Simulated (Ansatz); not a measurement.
Base system: TaN in the rock salt structure (space group Fm-3m, No. 225).

```
TaN
1.0
    0.00000     2.19815     2.19815
    2.19815     0.00000     2.19815
    2.19815     2.19815     0.00000
N Ta
1 1
Direct
  0.00000   0.00000   0.00000
  0.50000   0.50000   0.50000
```

Level of theory: Ansatz (a first-principles code), r2SCAN, PAW, cutoff 500 eV, no SOC.

One change was made to it. Results:

```
quantity                base    after
-------------------  -------  -------
band gap                zero  0.58 eV
lattice parameter a  4.396 Å  4.896 Å
```

### Question
Which change produced these results?
A) Ta → Y
B) N → F
C) N → Bi

### Answer
A, Ta → Y. For comparison, the band gap in the other runs: N → Bi gives zero; N → F gives zero.

Stability against distortions was not tested. As relaxed here, TaBi and TaF are hypothetical phases, not in the database extracts checked. No Hubbard U is applied, and correlation can decide whether such a compound is a metal. All final runs are without spin polarisation. TaBi has a high density of states at the Fermi level and may be magnetic at this level. This is not the structure that TaN has at room temperature and ambient pressure.
